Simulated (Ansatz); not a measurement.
We consider white tin (β-Sn), described by PBEsol-D3(BJ) (plane waves, PAW; Ansatz, a program for electronic structure).

Numerical settings: plane-wave cutoff 520 eV, 20×20×20 k mesh, Fermi–Dirac smearing 0.05 eV, scalar-relativistic PAW data made under PBE.

Cell (relaxed at this level):

```cif
data_Sn4
_chemical_formula_sum 'Sn4'
_space_group_name_H-M_alt 'I41/amd :1'
_space_group_IT_number 141
_space_group_name_Hall 'I 4bw 2bw -1bw'
_cell_length_a 5.75591
_cell_length_b 5.75591
_cell_length_c 3.11032
_cell_angle_alpha 90.000
_cell_angle_beta 90.000
_cell_angle_gamma 90.000
loop_
_atom_site_label
_atom_site_type_symbol
_atom_site_symmetry_multiplicity
_atom_site_Wyckoff_symbol
_atom_site_fract_x
_atom_site_fract_y
_atom_site_fract_z
_atom_site_occupancy
Sn1 Sn 4 a 0.00000 0.00000 0.00000 1
```
(The calculation used a cell of 2 atoms; values per cell refer to that cell.)

Q: What does this level give for the bulk modulus B0 and pressure derivative B′ of the bulk modulus?

A: 
- bulk modulus B0: 63.0 GPa
- pressure derivative B′ of the bulk modulus: 4.8

The run finds no gap.

Measured, for comparison: bulk modulus 57.0 GPa (temperature not stated, not corrected to a static lattice; as tabulated in Chen et al. (2023), arXiv:2209.05059). Computed (rounded) less measured: bulk modulus +11 %.

Note: the bulk modulus comes from volumes at which shape and atoms were relaxed.

Spin–orbit coupling is not included.

Computed values are for the static lattice.

The result took around 13 core-minutes (rough).
